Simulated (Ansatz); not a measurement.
**What biaxial strain −4.56 %, plane normal [001], relaxed out of plane does to hypothetical rock salt YSi**

Consider YSi in the rock salt structure (space group Fm-3m, No. 225; a = 5.8344 Å; a hypothetical phase, not in the database extracts checked). Axes: x, y, z lie along the cube axes.

The change: biaxial strain −4.56 %, plane normal [001], relaxed out of plane (Cartesian); in-plane vectors clamped, the third vector and the atoms free.

Calculations: Kohn–Sham DFT with the r2SCAN functional, run in Ansatz (an electronic-structure program) with PAW and 500 eV plane waves, without spin-orbit coupling. Γ-centred 14×14×14 mesh, Fermi–Dirac width 0.05 eV.

| quantity | base | changed | shift |
|---|---|---|---|
| space group | Fm-3m (No. 225) | I4/mmm (No. 139) | – |
| shortest interatomic distance | 291.7 pm | 278.4 pm | -13.3 pm |
| energy relative to the base (free energy F) | 0 meV/atom | +68 meV/atom | +68 meV/atom |
| pressure (mean of the normal stresses, compression positive) | 0.0 GPa | 7.2 GPa | +7.2 GPa |
| band gap | zero | zero | – |
| out-of-plane strain (rough) | – | +0.99 % | – |

Final structure (turned so that z lies along the plane normal):

```xyz
2
Lattice="3.9374 0.0000 0.0000 0.0000 3.9374 0.0000 1.9687 -1.9687 2.9462" Properties=species:S:1:pos:R:3 pbc="T T T"
Si     0.0000     0.0000     0.0000
Y      1.9687     1.9687     0.0000
```

Without a gap, meshes like the base's 14×14×14 leave anisotropic stresses uncertain by several tenths of a GPa, and small strain energies with them. Stability against distortions was not tested. All final runs are without spin polarisation. An odd electron count without spin: YSi. YSi has a high density of states at the Fermi level and may be magnetic at this level.
